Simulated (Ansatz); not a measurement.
System: SnSe (model structure, started from the zincblende type, F-43m, No. 216, 2 atoms in the cell). Method: PBE (plane waves, PAW; Ansatz, an electronic-structure program).

Run with plane-wave cutoff 500 eV, 10×10×10 k mesh, Fermi–Dirac smearing 0.05 eV, scalar-relativistic PAW data made under PBE.

Cell (relaxed at this level):

Space group F-43m (No. 216); a = b = c = 6.780 Å, α = β = γ = 90.00°

| atom | site | symmetry | x | y | z |
|---|---|---|---|---|---|
| Se | 4d | -43m | 0.7500 | 0.7500 | 0.7500 |
| Sn | 4a | -43m | 0.0000 | 0.0000 | 0.0000 |
(The calculation used a cell of 2 atoms; values per cell refer to that cell.)

### Question
Predict the band gap.

### Answer

* **band gap**: 0.12 eV (under three smearing widths, so not firm)

Note: the relaxation could raise the start's symmetry but not lower it, so the cell can be a saddle point.

Spin–orbit coupling is not included.

Static lattice: no zero-point or thermal effects.

Computing time: roughly 30 core-seconds.

A model structure was made by putting elements into a prototype or built by hand; it is no filed structure, need not be a known phase, and can be a saddle point held by its symmetry.
